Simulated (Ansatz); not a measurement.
Band edges of diamond-structure Si (Fd-3m) under hydrostatic pressure

Cell and atoms are relaxed with PBEsol to each stress (compression positive); bands and masses by PBE with spin-orbit coupling, rigid bands (plane waves, PAW; Ansatz, a first-principles code).

```
Si
1.0
    0.00000     2.71683     2.71683
    2.71683     0.00000     2.71683
    2.71683     2.71683     0.00000
Si
2
Direct
  0.00000   0.00000   0.00000
  0.25000   0.25000   0.25000
```

```tsv
stress (GPa)	ln(V/V₀) (%)	gap (eV)	mean mₑ*
-5.40	6.64	0.672	0.29
-3.60	4.20	0.631	0.29
-1.80	2.00	0.594	0.29
0	0	0.559	0.29
1.80	-1.84	0.525	0.29
3.60	-3.56	0.491	0.29
7.20	-6.67	0.428	0.28
10.80	-9.45	0.370	0.28
```

 Masses are conductivity masses at 300 K in electron masses, harmonic means over x, y and z.

Question: Estimate the bulk modulus from the two loads next to zero.

Answer: B ≈ −Δp/Δln V = 3.60 GPa/3.84 % = 94 GPa (PBEsol), a mean over this interval.

Question: How fast does the gap move on either side of zero load?

Answer: Under tension, (0.631 − 0.559) eV over -3.60 GPa = -20 meV/GPa, or about 1.7 eV per unit ln V; under compression, (0.491 − 0.559) eV over 3.60 GPa = -19 meV/GPa, or about 1.9 eV per unit ln V. The two slopes part by 1 meV/GPa; gaps are resolved to about 0.01 eV, which allows 6 meV/GPa, so these rows don't tell them apart.

Masses are those of dilute carriers in rigid bands with one relaxation time, without polarons. Third decimals of gaps are kept for the arithmetic. Every relaxation keeps the diamond-structure phase (space group Fd-3m under this load), so a transition, a distortion that breaks the symmetry or fracture can't show.
